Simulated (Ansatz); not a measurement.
Lu: isotropic strain +0.50 %

Take Lu in the hcp (Mg type) structure (space group P6_3/mmc, No. 194; a = 3.443 Å, c = 5.367 Å; relaxed with 0.1 eV smearing) as the base.

The change: every lattice vector is stretched by 0.50 %, atoms relaxed at fixed cell.

Calculations: Ansatz (a quantum-chemistry and plane-wave program), PBEsol, PAW, cutoff 420 eV, without spin-orbit coupling. k-mesh 19×19×11 (Γ-centred); smearing 0.1 eV (Fermi–Dirac).

```json
[
 {"quantity": "volume per atom", "base": "27.55 Å³", "changed": "27.97 Å³", "shift": "+0.42 Å³"},
 {"quantity": "shortest interatomic distance", "base": "3.340 Å", "changed": "3.356 Å", "shift": "+0.0167 Å"},
 {"quantity": "energy relative to the base (free energy F)", "base": "0 meV/atom", "changed": "+0.9 meV/atom", "shift": "+0.9 meV/atom"},
 {"quantity": "pressure (mean of the normal stresses, compression positive)", "base": "0.0 GPa", "changed": "-0.7 GPa", "shift": "-0.7 GPa"},
 {"quantity": "band gap", "base": "zero", "changed": "zero", "shift": "–"}
]
```

Final structure:

```
CELL_PARAMETERS angstrom
      3.46039     0.00000     0.00000
     -1.73020     2.99679     0.00000
      0.00000     0.00000     5.39369
ATOMIC_POSITIONS crystal
  Lu 0.66667 0.33333 0.75000
  Lu 0.33333 0.66667 0.25000
```

Cost of the whole job for the changed cell (relaxation, final SCF and bands): very roughly 40 core-seconds.

Whether these cells are dynamically stable was not tested.
